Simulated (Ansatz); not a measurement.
## How far to go with shifted k-point meshes: Ta (Im-3m, 1 atom in the cell)

```
CELL_PARAMETERS angstrom
     -1.65825     1.65825     1.65825
      1.65825    -1.65825     1.65825
      1.65825     1.65825    -1.65825
ATOMIC_POSITIONS crystal
  Ta 0.00000 0.00000 0.00000
```

Computed with PBE (plane waves, PAW; Ansatz, a first-principles code).

Base settings: basis.ecutwfc = 420 eV; kpoints.mp_grid.grid = 14 14 14; hamiltonian.xc = pbe; hamiltonian.pseudopotentials = {kind: paw} (the program's default PAW files); scf.occupations.method = gaussian; scf.occupations.width = 0.1 eV.

In this ladder: kpoints.mp_grid.shift = 0.5 0.5 0.5.

Only quantities that move along the ladder and can be compared are tabulated.

The count of work is k-points × plane waves × bands × iterations; it is no time. 

The starting cell has typed, rounded lattice constants, without a prior relaxation at this level. Its lattice was rescaled by up to half a per cent. Spin polarisation is off. Ansatz's pressure includes its estimate of the finite-basis (Pulay) stress.

```csv
kpoints.mp_grid.grid,free energy less the last step's (meV/atom),pressure (GPa),count of work / last
2 2 2,2267.34,30.51,0.00082
3 3 3,267.33,11.14,0.0016
4 4 4,-114.58,-4.56,0.0025
5 5 5,26.40,-2.53,0.0041
6 6 6,-23.90,-1.28,0.0057
7 7 7,19.86,1.58,0.0082
8 8 8,22.19,2.44,0.011
9 9 9,-2.36,-0.65,0.014
10 10 10,-2.11,-0.19,0.018
11 11 11,-0.82,1.31,0.023
12 12 12,-4.52,0.77,0.028
13 13 13,1.83,0.53,0.034
15 15 15,-0.95,0.50,0.049
16 16 16,-0.91,0.34,0.057
18 18 18,-0.42,0.59,0.078
20 20 20,0.53,0.57,0.10
22 22 22,-0.09,0.39,0.13
24 24 24,-0.29,0.64,0.17
27 27 27,0.35,0.61,0.23
30 30 30,0.05,0.55,0.30
33 33 33,0.03,0.53,0.40
37 37 37,-0.03,0.54,0.54
41 41 41,-0.04,0.50,0.72
46 46 46,0.00,0.52,1.0
```

Coarsest kpoints.mp_grid.grid that holds the pressure within 0.5 GPa of the last step, with all finer ones: 12 12 12, at 0.028 of the last step's count of work; the step before is off by 0.78 GPa.

Coarsest kpoints.mp_grid.grid that holds the free energy within 5 meV/atom of the last step, with all finer ones: 9 9 9, at 0.014 of the last step's count of work; the step before is off by 22 meV/atom.

Two neighbours can agree and both be off: 9 9 9 and 10 10 10 differ by 0.25 meV/atom in the free energy, yet lie about 2.1 meV/atom from the last step.

Keys are those of Ansatz 0.2.
